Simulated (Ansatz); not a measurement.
The parent structure is Ru in the hcp (Mg type) structure (space group P6_3/mmc, No. 194).

```
CELL_PARAMETERS angstrom
      2.70455     0.00000     0.00000
     -1.35227     2.34221     0.00000
      0.00000     0.00000     4.26010
ATOMIC_POSITIONS crystal
  Ru 0.33333 0.66667 0.75000
  Ru 0.66667 0.33333 0.25000
```

Level of theory: r2SCAN/PAW in Ansatz (a program for electronic structure), scalar-relativistic without spin-orbit coupling.

One change was made to it. Results:

```tsv
quantity	base	after
density	12.44 g/cm³	3.41 g/cm³
band gap	zero	zero
```

**Question.** Name the change that was made.
A. Ru → Mo
B. Ru → Si
C. Ru → Os
D. Ru → Re

**Answer.** B, Ru → Si. For comparison, the density in the other runs: Ru → Mo gives 9.98 g/cm³; Ru → Os gives 22.54 g/cm³; Ru → Re gives 21.04 g/cm³.

Stability against distortions was not tested. For Si and Mo in this form, whether it has been made was not checked. All final runs are without spin polarisation. This is not the structure that Si has at room temperature and ambient pressure. This is not the structure that Mo has at room temperature and ambient pressure.
